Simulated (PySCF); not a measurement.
PySCF 2.14.0, WB97X/def2-svp, df: Ti(Cl)(O) ([O]=[Ti+][Cl]), charge +1, multiplicity 1, 3 atoms. The geometry is a generated start, not checked to be a minimum at this level.

- task: energy
- method: wb97x
- basis: def2-svp
- two-electron scheme: density fitting
- mol.max_memory: 3000 MB
- mf.max_cycle: 100
- mf.conv_tol: 1e-09 (default)
- mf.grids.level: 3 (default)
- basis functions: 63
- grid points: 53872

```xyz
3

Ti     0.6170     0.3092     0.4054
Cl    -0.6963     0.8287    -1.2277
O      0.0794    -1.1378     0.8223
```

Charge 1 and multiplicity 1 are set for this test and not shown to be the ground state.

With the defaults (mf.DIIS = CDIIS, mf.diis = true, mf.init_guess = minao, newton = off, mf.damp = 0, mf.diis_start_cycle = 1, mf.diis_space = 8, mf.level_shift = 0) it converges in 16 Fock builds. One run each on 2 threads, 1 BLAS thread, with these changes:
- mf.diis = false, mf.damp = 0.7, mf.diis_start_cycle = 999
- mf.diis_space = 12
- mf.init_guess = mod_huckel
- mf.level_shift = 1 Hartree
- mf.diis_space = 20
- mf.damp = 0.3, mf.diis_start_cycle = 4
- newton = Hessian by the SCF's own integrals
- mf.DIIS = EDIIS
- mf.diis = false

Question: Name the settings that don't reach the solution of the defaults.

Answer: No convergence: mf.DIIS = EDIIS; mf.diis = false (the run ends without SCF convergence in 100 cycles). The rest reach the solution of the defaults.

| setting | Fock builds | end |
|---|---|---|
| the defaults | 16 | same solution |
| mf.diis_space = 12 | 16 | same solution |
| mf.diis_space = 20 | 16 | same solution |
| mf.init_guess = mod_huckel | 22 | same solution |
| mf.damp = 0.3, mf.diis_start_cycle = 4 | 24 | same solution |
| mf.level_shift = 1 Hartree | 35 | same solution |
| mf.diis = false, mf.damp = 0.7, mf.diis_start_cycle = 999 | 55 | same solution |
| newton = Hessian by the SCF's own integrals | 67 | same solution |
| mf.DIIS = EDIIS | 101 | no convergence |
| mf.diis = false | 101 | no convergence |

Under newton the count holds the products with the orbital Hessian.
